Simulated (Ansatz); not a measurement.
**How far PBE and r2SCAN part for hypothetical zinc blende LuP, isotropic strain +1.88 %**

Consider LuP in the zinc blende structure (space group F-43m, No. 216; a = 6.161 Å; a hypothetical phase, not in the database extracts checked).

(Cell as relaxed with PBE.)

Levels (all Ansatz, a program for electronic structure, PAW): PBE (420 eV, scalar-relativistic without spin-orbit coupling); r2SCAN (500 eV, spin-orbit coupling left out).

Each level relaxes its own structure.

```
base                      PBE    r2SCAN
-------------------  --------  --------
volume per atom      29.23 Å³  28.89 Å³
lattice parameter a   6.161 Å   6.137 Å
band gap              1.69 eV   1.98 eV
```

The change: an isotropic linear strain of +1.88 %; the atoms relax in the strained cell.

```tsv
quantity	PBE	r2SCAN
energy relative to the base (free energy F)	+16 meV/atom	___
shift of the gap caused by the change	+0.07 eV	___
pressure	-2.97 GPa	___
```

Question: What does r2SCAN give?

Answer: 
- energy relative to the base (free energy F), r2SCAN: +17 meV/atom
- shift of the gap caused by the change, r2SCAN: +0.07 eV
- pressure, r2SCAN: -3.19 GPa

PBE's energy relative to the base lies 1.0 meV/atom below r2SCAN's; PBE's pressure lies 0.22 GPa above r2SCAN's; the two agree on the shift of the gap caused by the change. Neither level is exact; r2SCAN is the comparison here, not a measurement.

No phonon test of stability was made.
